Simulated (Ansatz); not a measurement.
Base system: TiAl (space group P4/mmm, No. 123; a = 2.824 Å, c = 4.075 Å; relaxed with 0.1 eV smearing).

All numbers come from PBE (Ansatz, a quantum-chemistry and plane-wave program; PAW; 420 eV plane waves; without spin-orbit coupling).

Strains are applied to the cell and any free atomic positions relax.

One change was made to it. Results:

The energy increases by 51 meV/atom; the pressure (mean of the normal stresses, compression positive) goes from zero to 12.3 GPa.

Problem. Name the change that was made.
(A) isotropic strain −3.00 %
(B) isotropic strain +2.50 %
(C) isotropic strain −2.00 %

Solution. A, isotropic strain −3.00 %. For comparison, the energy relative to the base in the other runs: isotropic strain −2.00 % gives +22 meV/atom; isotropic strain +2.50 % gives +30 meV/atom.

Stability against distortions was not tested. The final runs are not spin-polarised.
